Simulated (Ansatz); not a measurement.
**MoS2 (P6_3/mmc): band-edge transport data**

Input:

```yaml
crystal:
  lattice:
    - [3.17410, 0.00000, 0.00000]
    - [-1.58705, 2.74885, 0.00000]
    - [0.00000, 0.00000, 12.48493]
  atoms:
    - { symbol: Mo, position: [0.66667, 0.33333, 0.25000] }
    - { symbol: Mo, position: [0.33333, 0.66667, 0.75000] }
    - { symbol: S, position: [0.66667, 0.33333, 0.62559] }
    - { symbol: S, position: [0.33333, 0.66667, 0.37441] }
    - { symbol: S, position: [0.33333, 0.66667, 0.12559] }
    - { symbol: S, position: [0.66667, 0.33333, 0.87441] }
```

Computed with r2SCAN+D4 with spin-orbit coupling, rigid bands (plane waves, PAW; Ansatz, a first-principles code). Geometry: cell and atoms relaxed with r2SCAN+d4.

The band gap is 1.05 eV and the electron conductivity mass (300 K, dilute) is 0.59 (x), 0.59 (y), 1.18 (z) mₑ. The hole conductivity mass (300 K, dilute) is 0.72 (x), 0.72 (y), 0.89 (z) mₑ and the effective density of states N_c (300 K) comes out as 1.6e20 cm⁻³. The effective density of states N_v (300 K) is 1.7e19 cm⁻³ and the density-of-states mass, electrons is 3.4 mₑ. The density-of-states mass, holes is 0.79 mₑ, the Seebeck coefficient, n-type 1e19 cm⁻³, 300 K is -459 μV/K and the best n-type power factor at 300 K for τ = 10 fs (best axis; densities from 1e16 to 1e21 cm⁻³ tried, whether or not they can be reached) is 44 μW/(cm·K²) at 3e20 cm⁻³. The Seebeck coefficient, p-type 1e19 cm⁻³, 300 K is 264 μV/K. The best p-type power factor at 300 K for τ = 10 fs (best axis; densities from 1e16 to 1e21 cm⁻³ tried, whether or not they can be reached) is 3.8 μW/(cm·K²) at 1e20 cm⁻³.

Rigid bands; masses and Seebeck coefficients take one relaxation time τ for all states and one kind of carrier; polarons and phonon drag are left out. Geometry: cell and atoms relaxed with r2SCAN+D4.
